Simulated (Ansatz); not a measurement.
Bulk modulus of CaO (model structure, F-43m, No. 216, 2 atoms in the cell) at several levels of theory

No measured value is used here.

```csv
level (code),value (GPa),cell (Å³/atom)
LDA (Ansatz),90.2,16.74
PBE (Ansatz),76.0,18.02
PBEsol (Ansatz),81.9,17.37
r²SCAN (Ansatz),82.7,17.70
```

LDA, PBE, PBEsol, r²SCAN: the bulk modulus is −V dP/dV from two relaxed cells at ±2 % in volume. Each level is taken at its own relaxed cell. Cutoffs differ between the levels. Ansatz's density-functional and Hartree–Fock values are scalar-relativistic unless marked +SOC, with PAW data made under PBE.

A model structure was made by putting elements into a prototype or built by hand; it is no filed structure, need not be a known phase, and can be a saddle point held by its symmetry.

Ansatz is a quantum-chemistry and plane-wave program.
